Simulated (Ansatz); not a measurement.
A computed series for NiSi2: response to strain

Base system: NiSi2 (space group Fm-3m, No. 225; a = 5.387 Å; non-magnetic). Axes: x, y, z lie along the cube axes.

Strains are applied to the cell and any free atomic positions relax.

Computed with r2SCAN (Ansatz, an electronic-structure program; PAW; 500 eV plane waves; without spin-orbit coupling).

Candidates:
(a) isotropic strain −1.33 %
(b) isotropic strain +2.91 %
(c) isotropic strain +1.00 %
(d) tensor shear ε_xz = +1.60 %

Notes on the quantities. energy relative to the base: free energy F.

Order them by energy relative to the base, highest first.

(b) isotropic strain +2.91 % (+46 meV/atom), (a) isotropic strain −1.33 % (+11 meV/atom), (c) isotropic strain +1.00 % (+5.8 meV/atom), (d) tensor shear ε_xz = +1.60 % (+4.1 meV/atom)

Without a gap, meshes like the base's 15×15×15 leave anisotropic stresses uncertain by several tenths of a GPa, and small strain energies with them. Whether these cells are dynamically stable was not tested. Starting moments died away, wholly or in part, for the base; another magnetic solution may exist. All final runs are without spin polarisation.
